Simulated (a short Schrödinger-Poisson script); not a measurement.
Structure: MOS inversion layer, SiO2 on p-type Si(100), at 300 K.

```csv
layer,material,thickness (nm),Na (cm⁻³)
1,SiO2,1.5,-
2,Si,690,3.9e17
```

Constants are typed, rounded textbook-type inputs, not results; the design itself was drawn at random and stands for no fabricated device. SiO2: permittivity 3.9, conduction-band edge (eV) 3.15, gap (eV) 9, electron mass (mₑ) 0.5. Si: permittivity 11.7, conduction-band edge (eV) 0, gap (eV) 1.124, Nv at 300 K (cm⁻³) 3.1e19.

Channel valleys (confinement mass, in-plane density-of-states mass, number): Δ2 0.916, 0.19, 2; Δ4 0.19, 0.417, 4. At the gate the conduction-band edge of layer 1 lies 3.33 eV − eVg above the Fermi level of the channel; the field vanishes at the back. Gaps are held at their typed values at every temperature. Mesh 0.03 nm at interfaces.

Solved with a short Schrödinger-Poisson script written for these runs: 1D Poisson equation in equilibrium, electrons quantum, Hartree (BenDaniel-Duke, 12 states a valley, the channel's in-plane mass for all, wave functions ending at the dielectric), parabolic valleys, classical holes, full ionisation, no traps, pinning or gate leakage.

The same stack at other levels of the model or other numerical settings:

| run | sheet density of all electrons at Vg = 1.05 V (cm⁻²) | sheet density of all electrons at Vg = 0.45 V (cm⁻²) | capacitance at Vg = 1.05 V (μF/cm²) | centroid of the channel electrons at Vg = 1.05 V (nm) | rough cost against the base |
|---|---|---|---|---|---|
| base | 6.99e12 | 8.56e11 | 1.78 | 1.55 | about 1 |
| electrons treated as classical, Boltzmann | 9.25e12 | 1.63e12 | 2.15 | 0.43 | 0.04 |
| electrons treated as classical, Fermi-Dirac | 8.76e12 | 1.58e12 | 2.01 | 0.60 | 0.2 |
| mesh six times as coarse | 6.99e12 | 8.58e11 | 1.78 | 1.55 | 0.3 |
| one subband a valley | 6.97e12 | 8.41e11 | 1.78 | 1.52 | 0.4 |

The classical rows ignore confinement, and Boltzmann statistics overrate the density once the band edge passes the Fermi level.
